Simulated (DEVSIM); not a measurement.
Structure: Mo/SiO2/n-Ge capacitor, at 300 K.

| layer (left to right) | material | thickness (nm) | Nd (cm⁻³) |
|---|---|---|---|
| 1 | SiO2 | 18.0 | - |
| 2 | Ge | 9200 | 4.2e15 |

Metal gate on the left, work function 4.6 eV. Fixed charge at the semiconductor interface -7.2e10 cm⁻² (in units of +e); no interface traps.

Constants are typed, rounded textbook-type inputs, not results; the design itself was drawn at random and stands for no fabricated device. Values at 300 K.

| parameter | SiO2 | Ge |
|---|---|---|
| gap (eV) | 9 | 0.664 |
| affinity (eV) | 0.9 | 4 |
| permittivity | 3.9 | 16 |
| Nc (cm⁻³) | - | 1.04e19 |
| Nv (cm⁻³) | - | 6e18 |

Simulated with DEVSIM: 1D Poisson equation in equilibrium, Boltzmann statistics, complete ionisation; no quantum confinement or tunnelling. Metal contacts follow the ideal Schottky-Mott rule: no Fermi-level pinning, no interface dipoles.

**Question.** Tabulate band edges, carrier densities and field at -0.85 V on the gate.

**Answer.** Energies count from the Fermi level of the right contact; mesh points crowd at the junctions.

```csv
x (μm),Ec (eV),Ev (eV),n (cm⁻³),p (cm⁻³),field (V/cm)
0.000,4.550,-4.450,< 1e2,< 1e2,-450000
0.001626,4.477,-4.523,< 1e2,< 1e2,-450000
0.005422,4.306,-4.694,< 1e2,< 1e2,-450000
0.01208,4.006,-4.994,< 1e2,< 1e2,-450000
0.01690,3.789,-5.211,< 1e2,< 1e2,-450000
0.01826,0.636,-0.028,2.1e8,2.1e18,-110000
0.02039,0.617,-0.047,4.6e8,9.6e17,-77000
0.02928,0.571,-0.093,2.6e9,1.7e17,-36000
0.04791,0.523,-0.141,1.7e10,2.5e16,-21000
0.09710,0.441,-0.223,4.1e11,1.1e15,-14000
0.2173,0.304,-0.360,8.2e13,5.3e12,-8500
0.7192,0.202,-0.462,4.2e15,1.0e11,-30
1.771,0.202,-0.462,4.2e15,1.0e11,≈ 0
4.396,0.202,-0.462,4.2e15,1.0e11,≈ 0
7.814,0.202,-0.462,4.2e15,1.0e11,≈ 0
8.656,0.202,-0.462,4.2e15,1.0e11,≈ 0
9.001,0.202,-0.462,4.2e15,1.0e11,≈ 0
9.132,0.202,-0.462,4.2e15,1.0e11,≈ 0
9.194,0.202,-0.462,4.2e15,1.0e11,≈ 0
9.209,0.202,-0.462,4.2e15,1.0e11,≈ 0
9.215,0.202,-0.462,4.2e15,1.0e11,≈ 0
9.218,0.202,-0.462,4.2e15,1.0e11,≈ 0
```
